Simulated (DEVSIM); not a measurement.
System: TaN/SiON/p-Si capacitor, at 300 K.

| layer (left to right) | material | thickness (nm) | Na (cm⁻³) |
|---|---|---|---|
| 1 | SiON | 13.0 | - |
| 2 | Si | 12000 | 2.3e15 |

Metal gate on the left, work function 4.4 eV. Fixed charge at the semiconductor interface 1.3e11 cm⁻² (in units of +e); no interface traps.

Constants are typed, rounded textbook-type inputs, not results; the design itself was drawn at random and stands for no fabricated device. Values at 300 K.

```
parameter      SiON       Si
-------------  ----  -------
gap (eV)          7    1.124
affinity (eV)   1.4     4.05
permittivity    5.5     11.7
Nc (cm⁻³)         -  2.86e19
Nv (cm⁻³)         -   3.1e19
```

Simulated with DEVSIM: 1D Poisson equation in equilibrium, Boltzmann statistics, complete ionisation; no quantum confinement or tunnelling. Metal contacts follow the ideal Schottky-Mott rule: no Fermi-level pinning, no interface dipoles.

Base results: threshold voltage (band bending 2φF) (V) 0.11; flat-band voltage (V) -0.58; minimum of the low-frequency capacitance (μF/cm²) 0.0188; capacitance of the dielectric stack (μF/cm²) 0.375.

### Question
What follows from this one change: SiON thickness 0.013 → 0.0091 μm?

### Answer
threshold voltage (band bending 2φF) little changed (0.11 V); flat-band voltage -0.58 → -0.57 V; minimum of the low-frequency capacitance little changed (0.0191 μF/cm²); capacitance of the dielectric stack 0.375 → 0.535 μF/cm².

### Question
What follows from this one change: gate work function 4.4 → 4.1 eV?

### Answer
threshold voltage (band bending 2φF) 0.11 → -0.19 V; flat-band voltage -0.58 → -0.88 V; minimum of the low-frequency capacitance little changed (0.0188 μF/cm²); capacitance of the dielectric stack little changed (0.375 μF/cm²).

### Question
What follows from this one change: fixed charge 1.3e+11 → 9.7e+11 cm^-2?

### Answer
threshold voltage (band bending 2φF) 0.11 → -0.25 V; flat-band voltage -0.58 → -0.94 V; minimum of the low-frequency capacitance 0.0188 → 0.0192 μF/cm²; capacitance of the dielectric stack little changed (0.375 μF/cm²).

### Question
What follows from this one change: substrate doping 2.3e+15 → 4.6e+15 cm^-3?

### Answer
threshold voltage (band bending 2φF) 0.11 → 0.15 V; flat-band voltage -0.58 → -0.60 V; minimum of the low-frequency capacitance 0.0188 → 0.0258 μF/cm²; capacitance of the dielectric stack little changed (0.375 μF/cm²).

### Question
What follows from this one change: interface trap density 0 → 1e+10 cm^-2 eV^-1?

### Answer
threshold voltage (band bending 2φF) little changed (0.11 V); flat-band voltage little changed (-0.59 V); minimum of the low-frequency capacitance 0.0188 → 0.0202 μF/cm²; capacitance of the dielectric stack little changed (0.375 μF/cm²).
